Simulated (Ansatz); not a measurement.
## WSe2 under a change: Se interstitial (started 2.50 Å from the nearest host atom), symmetric start

The reference is an 18-atom supercell of WSe$_{2}$ in the 2H-MoS2 type structure (space group P6_3/mmc, No. 194; a = 3.2999 Å, c = 13.1513 Å; layered, stacked along the Cartesian z axis) at its relaxed geometry.

It is then changed as follows: one Se atom is added in an open site, starting 2.50 Å from the nearest host atom, atoms relaxed at fixed cell.

Method: r2SCAN+rVV10 in Ansatz (plane waves to 500 eV, PAW, no spin-orbit coupling). Settings: 5×5×5 k-points, 0.01 eV Fermi–Dirac smearing.

```json
[
 {"quantity": "pressure", "base": "0.0 GPa", "changed": "5.9 GPa", "shift": "+5.9 GPa"},
 {"quantity": "gap of the supercell", "base": "1.17 eV", "changed": "zero", "shift": "–"},
 {"quantity": "largest displacement of a host atom from its site in the perfect cell", "base": "–", "changed": "0.32 Å", "shift": "–"},
 {"quantity": "final site of the added atom", "base": "–", "changed": "6 Se at 2.74 Å (octahedral)", "shift": "–"}
]
```

Final structure:

```
W6Se13
1.0
    4.94983    -2.85779     0.00000
    0.00000     5.71557     0.00000
   -1.64994    -2.85779    13.15129
W Se
6 13
Direct
  0.09133   0.51270   0.27389
  0.76119   0.85252   0.27389
  0.42138   0.18257   0.27389
  0.57862   0.81743   0.72611
  0.23881   0.14748   0.72611
  0.90867   0.48730   0.72611
  0.20176   0.73454   0.60183
  0.86729   0.06904   0.60183
  0.53279   0.40008   0.60183
  0.38763   0.43694   0.14797
  0.04931   0.76034   0.14797
  0.71103   0.09866   0.14797
  0.46721   0.59992   0.39817
  0.13271   0.93096   0.39817
  0.79824   0.26546   0.39817
  0.28897   0.90134   0.85203
  0.95069   0.23966   0.85203
  0.61237   0.56306   0.85203
  0.00000   0.00000   0.00000
```

Cost of the whole job for the changed cell (relaxation, final SCF and bands): very roughly 70 core-minutes.

The magnetic state is the one reached from the starting moments; the real material's order can differ, and small cells can't hold many antiferromagnetic ones. The cell is small, so the values are those of an ordered compound at a high defect concentration; dilute-limit values will differ. A case with no gap was solved on a k-mesh chosen for an insulator, which is coarse for it. The defect started on the symmetric site and kept its symmetry, so it may sit on a saddle. With W present, leaving out spin-orbit coupling can change the band edges. The defect cell is spin-polarised and ends with 1.4 μB, a fractional moment that hangs on the mesh and smearing.

Ansatz is an electronic-structure program.
